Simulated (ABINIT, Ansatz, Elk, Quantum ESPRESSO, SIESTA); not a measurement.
# Code comparison for GaN (F-43m, 2 atoms in the cell)

Self-consistent single point.

```
GaN
1.0
    0.00000     2.30195     2.30195
    2.30195     0.00000     2.30195
    2.30195     2.30195     0.00000
Ga N
1 1
Direct
  0.00000   0.00000   0.00000
  0.75000   0.75000   0.75000
```

Shared settings, as Ansatz (a first-principles code) writes them: kpoints.mp_grid.grid = 6 6 6; magnetization.spin_orbit = true; scf.occupations.method = fixed. Potentials and cutoffs stand in the table.

```csv
code,model,pressure (GPa),gap on the mesh (eV),cutoff
SIESTA,"GGA PBE with spin-orbit coupling, numerical atomic orbitals DZP, PseudoDojo PBE fully relativistic norm-conserving potentials (rewritten from UPF to PSML)",–,1.336,grid 350 Ry
Elk,"PBE, spin-orbit coupling in second variation, all-electron FP-LAPW, Elk's shipped species files, APW+lo basis with extra local orbitals",–,1.282,rgkmax 7.5
Quantum ESPRESSO,"PBE, spin-orbit coupling, PseudoDojo fully relativistic norm-conserving (PBE) pseudopotentials",-5.62,1.336,85 Ry
Ansatz,"PBE with spin-orbit coupling, PAW files",-6.08,1.305,default
ABINIT,"PBE, spin-orbit coupling, norm-conserving pseudopotentials (PseudoDojo nc-fr-04 PBE standard)",-5.62,1.336,42 Ha
```

A dash marks a value that a program does not give, or that is left out as unsure.

Gaps are read on the mesh.

The spread over the programs that give each value: pressure within 0.46 GPa; gap on the mesh within 0.054 eV.

SIESTA uses small atom-centred bases, whose incompleteness enters pressures, forces and empty levels differently from a plane-wave cutoff. Elk treats all electrons, but the usual bases taken here (sphere radii, linearisation, local orbitals, empty states) were not tested for convergence, so the values are no reference for the others. Ansatz's pressure is given at a fixed set of plane waves, as the other plane-wave codes print theirs; with its correction for the finite basis it is -5.79 GPa (the shift of 0.28 GPa shows how far the cutoff is from converged).

The starting cell comes from a database of computed structures (which also holds hypothetical and non-ambient phases and stackings), without a prior relaxation at this level. Its lattice was rescaled by a random factor within 2.5 % of one.

Left out of this page: FLEUR (stopped by limits of time or memory).

Keys are those of Ansatz 0.2.
